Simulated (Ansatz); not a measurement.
MgS, response to strain

Consider MgS in the rock salt structure (space group Fm-3m, No. 225; a = 5.182 Å).

Strains are applied to the cell and any free atomic positions relax.

Method: PBEsol, PAW, 420 eV (Ansatz, an electronic-structure program; spin-orbit coupling left out).

Candidates:
(a) isotropic strain −1.50 %
(b) isotropic strain −2.00 %
(c) isotropic strain +0.50 %

Base values:

| Item | Value |
|---|---|
| Band gap | 2.73 eV |

Order them by band gap, lowest first.

(c) isotropic strain +0.50 % (2.70 eV), (a) isotropic strain −1.50 % (2.82 eV), (b) isotropic strain −2.00 % (2.84 eV)

No phonon test of stability was made.
